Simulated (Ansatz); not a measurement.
An Ansatz (a first-principles code) run: IrO2 with a change (pressure 0.3 GPa); Ansatz, PBE, PAW, cutoff 420 eV, no spin-orbit coupling.

Input:

Ansatz 0.2 input:
```yaml
crystal:
  lattice:
    - [4.5292865434, 0, 0]
    - [0, 4.5292865434, 0]
    - [0, 0, 3.1797929316]
  atoms:
    - { symbol: Ir, position: [0, 0, 0] }
    - { symbol: Ir, position: [0.5, 0.5, 0.5] }
    - { symbol: O, position: [0.3084291423, 0.3084291423, 0] }
    - { symbol: O, position: [0.8084291423, 0.1915708577, 0.5] }
    - { symbol: O, position: [0.1915708577, 0.8084291423, 0.5] }
    - { symbol: O, position: [0.6915708577, 0.6915708577, 0] }
basis: { ecutwfc: 420, ecutrho_ratio: 4, xc_grid: 2, fft_grid_basis: typed }
kpoints: { mp_grid: { grid: [10, 10, 15] } }
hamiltonian:
  xc: pbe
  dispersion: none
  pseudopotentials: { kind: paw }
scf: { occupations: { method: fermi_dirac, width: 0.05 } }
relax: { f_tol: 0.01, max_steps: 60, cell: { stress_tol: 0.02, p_target: 0.3 } }
output: { forces: true, stress: true }
checkpoint: { write: state.ck, write_every: 1000 }
```

Output (explanatory and most iteration lines left out):

```
Relaxation: its limit of steps is 60 (relax.max_steps)
Pseudopotential: Ir, paw, valence charge 17
Pseudopotential: O, paw, valence charge 6
Crystal: 6 atoms, lattice volume = 65.232 Å³
Basis set: ecut = 420 eV, 1251 PW (Γ), exchange–correlation on 64×64×48 points (8 copies of the dense FFT grid, shifted against one another)
Bands: 35, of which v1, the nominal top of the filled ones, is band 29 counted from 1 (28 counted from 0)
Symmetry: 16 space group operations
Space group: P42/mnm (ITA 136), of the structure as read, at distance tolerance 4.0e-5 Å
k-points: 168 of 1500
Functional: x = pbe(κ = 0.804, μ = 0.2195149727645171), c = pbe(β = 0.06672455060314922)
SCF iter   1: F=—  HF=-26135.262298 eV  |F-HF|=—  |Δ(HF+E_count)|=         —  Δρ=3.36e-3  dr2=4.49e-3  ethr=1.77e-3  ⟨swp⟩=5.9  Hψ=22170  notcnv=0  defer=29
SCF iter   2: F=—  HF=-26135.264986 eV  |F-HF|=—  |Δ(HF+E_count)|=   2.69e-3  Δρ=1.31e-3  dr2=3.72e-4  ethr=7.73e-6  ⟨swp⟩=2.1  Hψ=10881  notcnv=0  defer=81
SCF 1 converged in 6 iterations: F = -26135.264818 eV  dr2 = 1.81e-8
relax step   1: F+E_penalty+E_count = -26135.26481811 eV  Δ(F+E_penalty+E_count) = +0.000e0 eV  max|allowed force component| = 2.315e-4 eV/Å  Δτ_max = 0.0000 Å  P = -0.001 GPa  Ω = 65.232 Å³  (6 SCF iters, dr2 threshold 1.00e-7 eV, accepted)
[... steps on the carried basis left out ...]
relax step   3: F+E_penalty+E_count = -26135.26472366 eV  Δ(F+E_penalty+E_count) = +3.658e-4 eV  max|allowed force component| = 6.551e-4 eV/Å  Δτ_max = 0.0000 Å  P = +0.282 GPa  Ω = 65.162 Å³  stress off target by 1.89e-2 GPa  SCF on the basis re-selected at this cell (its energy is not comparable with the rows above)  (6 SCF iters)
SCF converged after 6 iterations
Free energy (F): -26135.264724 eV
Internal energy: -26135.239881 eV  (E = F + TS)
E sigma→0 (E₀):  -26135.252302 eV
Entropy (-TS):   -0.024843 eV (-4.141 meV/atom)
Fermi energy:    14.086050 eV
--- Forces (eV/Å), atoms counted from 1 ---
  atom   1  Ir    -0.00000000     0.00000000    -0.00000000
  atom   2  Ir     0.00000000    -0.00000000     0.00000000
  atom   3  O     -0.00065513    -0.00065513     0.00000000
  atom   4  O     -0.00065513     0.00065513    -0.00000000
  atom   5  O      0.00065513    -0.00065513     0.00000000
  atom   6  O      0.00065513     0.00065513    -0.00000000
--- Stress (GPa, compression-positive) ---
        0.281093       0.000000      -0.000000
        0.000000       0.281093       0.000000
       -0.000000       0.000000       0.282370
  P = ⅓ Tr σ = 0.2815 GPa (2.815 kbar)
--- Relaxed structure (2 steps of the walk, 2 accepted, 1 SCFs on fresh bases) ---
  cell:  # Å, volume = 65.1616 Å³
    - [4.527257390289201, 2.7086994388707426e-35, 6.771748597176857e-35]
    - [-1.3543497194353713e-35, 4.527257390289201, -1.3543497194353713e-35]
    - [6.655763852554947e-35, -9.508234075078496e-36, 3.179224830035894]
  atoms:
    - { symbol: Ir, position: [-4.986998513712631e-22, -5.31521335074745e-36, -1.3271382163015853e-36] }
    - { symbol: Ir, position: [0.5, 0.5, 0.5000000000000001] }
    - { symbol: O, position: [0.3084460656593906, 0.3084460656593906, 4.79470269232077e-36] }
    - { symbol: O, position: [0.8084460656593906, 0.1915539343406094, 0.5000000000000001] }
    - { symbol: O, position: [0.1915539343406094, 0.8084460656593906, 0.5000000000000001] }
    - { symbol: O, position: [0.6915539343406094, 0.6915539343406094, 1.0092165266026005e-36] }
```

Load acts through the strain it causes; cell and atoms are relaxed under it. Whether these cells are dynamically stable was not tested. No Hubbard U is applied, and correlation can decide whether such a compound is a metal. The final runs are not spin-polarised. The cell was made from IrO2 in the rutile structure (space group P4_2/mnm, No. 136) by this change: pressure 0.3 GPa.
